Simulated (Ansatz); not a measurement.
Base system: AlN (space group P4_2/mnm, No. 136; a = 5.294 Å, c = 3.109 Å; a hypothetical phase, not in the database extracts checked).

One thing is altered: an isotropic linear strain of +2.23 %; the atoms relax in the strained cell.

Levels (all Ansatz, a program for electronic structure, PAW): PBEsol (420 eV, no spin-orbit coupling); r2SCAN (500 eV, no SOC); HSE06 (420 eV, spin-orbit coupling left out).

One geometry, relaxed with PBEsol, under each level:

| level | band gap | lowest conduction level above the VBM at special points | pressure |
|---|---|---|---|
| PBEsol | 3.30 eV | Γ 3.30 eV; A 4.93 eV; X 5.35 eV; M 5.60 eV | -11.11 GPa |
| r2SCAN | 3.95 eV | Γ 3.95 eV; A 5.66 eV; X 6.07 eV; M 6.38 eV | -12.69 GPa |
| HSE06 | [?] | [?] | – |

Give the withheld HSE06 results.


- HSE06, band gap: 4.65 eV
- HSE06, lowest conduction level above the VBM at special points: Γ 4.65 eV; A 6.33 eV; X 6.81 eV

Single points use the geometry relaxed with PBEsol. Their cutoffs differ, which shifts pressures a little. HSE06 gaps are upper bounds (no full band path). Whether these cells are dynamically stable was not tested.
